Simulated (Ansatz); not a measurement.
Ansatz (an electronic-structure program) run on Fe3Ge (Fm-3m, 4 atoms in the cell): relaxation of cell and atoms.

Method of the run: PBEsol, default PAW files made with PBE (plane waves; Ansatz).

The change in words: atoms on their sites; basis.ecutwfc: 420 eV → 210 eV; relax: default → cell and atoms. Reference geometry:
```yaml
crystal:
  lattice:
    - [0.00000, 2.86696, 2.86696]
    - [2.86696, 0.00000, 2.86696]
    - [2.86696, 2.86696, 0.00000]
  atoms:
    - { symbol: Fe, position: [0.50872, 0.50872, 0.49128], spin: 4.0 }
    - { symbol: Fe, position: [0.25000, 0.25000, 0.25000], spin: 4.0 }
    - { symbol: Fe, position: [0.75000, 0.75000, 0.75000], spin: 4.0 }
    - { symbol: Ge, position: [0.00000, 0.00000, 0.00000] }
```
(The spins are starting values, not results.)

Reference input (self-consistent single point, DFT, PBEsol, plane waves, default PAW files made with PBE): basis.ecutwfc = 420 eV; kpoints.mp_grid.grid = 5 5 5; hamiltonian.xc = pbesol; hamiltonian.pseudopotentials = {kind: paw} (the program's default PAW files); magnetization.spin_polarized = true; scf.occupations.method = gaussian; scf.occupations.width = 0.1 eV. This run's input differs from it in these lines:

Ansatz 0.2 input:
```diff
@@ -6,3 +6,3 @@
   atoms:
-    - { symbol: Fe, position: [0.508720, 0.508720, 0.491280], spin: 4.0 }
+    - { symbol: Fe, position: [0.500000, 0.500000, 0.500000], spin: 4.0 }
     - { symbol: Fe, position: [0.250000, 0.250000, 0.250000], spin: 4.0 }
@@ -11,3 +11,3 @@
 basis:
-  ecutwfc: 420.0
+  ecutwfc: 210.0
 kpoints:
@@ -21,2 +21,4 @@
   occupations: { method: gaussian, width: 0.1 }
+relax:
+  cell: {}
 output:
```

The program printed (abridged):

```
   [... SCF lines of the steps left out ...]
relax step   1: F+E_penalty+E_count = -17560.27559195 eV  Δ(F+E_penalty+E_count) = +0.000e0 eV  max|allowed force component| = 4.626e-18 eV/Å  Δτ_max = 0.0000 Å  P = +4.542 GPa  Ω = 47.130 Å³  (15 SCF iters, dr2 threshold 1.00e-7 eV, accepted)
relax step   2: F+E_penalty+E_count = -17557.14185722 eV  Δ(F+E_penalty+E_count) = +3.134e0 eV  max|allowed force component| = 6.418e-17 eV/Å  Δτ_max = 0.0000 Å  P = -38.189 GPa  Ω = 47.886 Å³  energy of the carried Pulay correction = -3.054e0 eV  [...]
   [... lines left out ...]
relax step 120: F+E_penalty+E_count = -17559.86027557 eV  Δ(F+E_penalty+E_count) = -5.048e-3 eV  max|allowed force component| = 2.486e-17 eV/Å  Δτ_max = 0.0000 Å  P = -0.001 GPa  Ω = 48.721 Å³  energy of the carried Pulay correction = +1.953e-1 eV  [...]
relax step 121: F+E_penalty+E_count = -17559.86027557 eV  Δ(F+E_penalty+E_count) = +7.276e-12 eV  max|allowed force component| = 2.544e-17 eV/Å  Δτ_max = 0.0000 Å  P = -4.442 GPa  Ω = 48.721 Å³  stress off target by 4.44e0 GPa  SCF on the basis [...]
basis re-selected at this cell: Δ(F+E_penalty+E_count) = +7.276e-12 eV, ΔP = -4.441 GPa vs the last step
   [... lines left out ...]
Absolute magnetization: 7.3744 μB (∫|ρ↑−ρ↓|, with the PAW one-centre terms)
Free energy (F): -17559.860276 eV
Fermi energy:    17.239479 eV
Error: variable-cell relaxation did not converge after 121 `relax_step` rows, as none of its last 46 fresh-basis SCF(s) at a relaxed cell met both thresholds with a finite energy. The last misses `relax.cell.stress_tol`: largest allowed force component 2.54e-17 eV/Å (`relax.f_tol` 1.00e-2 eV/Å), stress off the target on the free part of the cell 4.44e0 GPa (`relax.cell.stress_tol` 5.00e-2 GPa), F+E_penalty+E_count -17559.86027557 eV. The closest is row 89, whose structure comes with this error. Larger ratio of force or stress to its threshold at each such SCF whose figures are numbers: 161.714, 287.040, 290.722, 398.433, 68.049, 112.536, 183.147, 255.880, 38.164, 64.472, 106.057, [...]
   [... lines left out ...]
to start a new deck from the relaxed geometry:
  cell:  # Å, volume = 48.8298 Å³
    - [-6.209037963937488e-33, 2.9010265095017655, 2.9010265095017655]
    - [2.9010265095017655, 7.684843315087283e-34, 2.9010265095017655]
    - [2.9010265095017655, 2.9010265095017655, -6.60432864322331e-33]
  atoms:
    - { symbol: Fe, position: [0.5, 0.5, 0.5] }
    - { symbol: Fe, position: [0.25, 0.25, 0.25] }
    - { symbol: Fe, position: [0.75, 0.75, 0.75] }
    - { symbol: Ge, position: [6.846563106680029e-35, -8.023601821961811e-35, -8.44430597476307e-35] }
```

The relaxation ended unconverged. 

The starting cell comes from a database of computed structures (which also holds hypothetical and non-ambient phases and stackings), without a prior relaxation at this level. Its lattice was rescaled by up to half a per cent. The cutoff lies below the one recommended for these files.

Cost on one core of a shared machine: roughly 3 min.
